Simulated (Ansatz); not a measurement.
ScAl3N4 (model structure, P-6m2, No. 187, 8 atoms in the cell), treated with PBEsol (plane waves, PAW; Ansatz, a first-principles code).

Run with plane-wave cutoff 520 eV, 12×12×4 k mesh (along the axes of the cell as run), Fermi–Dirac smearing 0.01 eV, scalar-relativistic PAW data made under PBE.

Cell (relaxed at this level):

```
CELL_PARAMETERS angstrom
      3.43578     0.00000     0.00000
     -1.71789     2.97548     0.00000
      0.00000     0.00000     8.36511
ATOMIC_POSITIONS crystal
  Al 0.00000 0.00000 0.01000
  Al 0.33333 0.66667 0.25052
  N  0.00000 0.00000 0.25052
  N  0.33333 0.66667 0.48829
  Al 0.00000 0.00000 0.49105
  Sc 0.33333 0.66667 0.75052
  N  0.00000 0.00000 0.75052
  N  0.33333 0.66667 0.01275
```

### Question
Estimate the band gap and bulk modulus that the calculation returns.

### Answer

- band gap = 2.59 eV (on the SCF k mesh)
- bulk modulus = 197 GPa

Note: the bulk modulus is −V dP/dV from two relaxed cells at ±2 % in volume; the relaxation could raise the start's symmetry but not lower it, so the cell can be a saddle point.

Computed values are for the static lattice.

The result took roughly 5 core-minutes.

A model structure was made by putting elements into a prototype or built by hand; it is no filed structure, need not be a known phase, and can be a saddle point held by its symmetry.
